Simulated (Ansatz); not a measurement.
# Response to strain in Al

The reference is Al in the fcc (Cu type) structure (space group Fm-3m, No. 225; a = 3.992 Å; relaxed with 0.1 eV smearing). Axes: x, y, z lie along the cube axes.

Strains are applied to the cell and any free atomic positions relax; under biaxial strain the out-of-plane vector relaxes too; under stress the whole cell relaxes.

The values are results of Kohn–Sham DFT with the r2SCAN functional, run in Ansatz (a quantum-chemistry and plane-wave program) with PAW and 500 eV plane waves, spin-orbit coupling left out, earlier PAW set, not measurements.

Notes on the quantities. pressure: mean of the normal stresses, compression positive; energy relative to the base: free energy F.

```tsv
variant	pressure	energy relative to the base	volume per atom	space group
base	0.0 GPa	0 meV/atom	15.91 Å³	Fm-3m (No. 225)
biaxial strain +0.32 %, plane normal [001], relaxed out of plane	-0.3 GPa	+0.1 meV/atom	15.95 Å³	I4/mmm (No. 139)
biaxial strain −2.15 %, plane normal [110], relaxed out of plane	2.6 GPa	+7.8 meV/atom	15.53 Å³	Immm (No. 71)
isotropic strain −3.26 %	11.5 GPa	+49 meV/atom	14.40 Å³	Fm-3m (No. 225)
isotropic strain +2.13 %	-5.1 GPa	(withheld)	16.95 Å³	Fm-3m (No. 225)
uniaxial strain ε_yy = −2.72 %	2.8 GPa	+5.4 meV/atom	15.48 Å³	I4/mmm (No. 139)
uniaxial strain ε_yy = +0.31 %	-0.3 GPa	+0.1 meV/atom	15.96 Å³	I4/mmm (No. 139)
uniaxial stress, 2 GPa compression along x	–	+1.9 meV/atom	(withheld)	I4/mmm (No. 139)
uniaxial stress, 2 GPa tension along x	–	+2.2 meV/atom	(withheld)	I4/mmm (No. 139)
tensor shear ε_xy = +3.76 %	0.7 GPa	(withheld)	15.89 Å³	Immm (No. 71)
```

Task: Some entries are withheld; estimate them.

Result: 
- isotropic strain +2.13 %, energy relative to the base: +17 meV/atom
- uniaxial stress, 2 GPa compression along x, volume per atom: 15.81 Å³
- uniaxial stress, 2 GPa tension along x, volume per atom: 16.04 Å³
- tensor shear ε_xy = +3.76 %, energy relative to the base: +13 meV/atom

Stability under load was not tested beyond the relaxation.
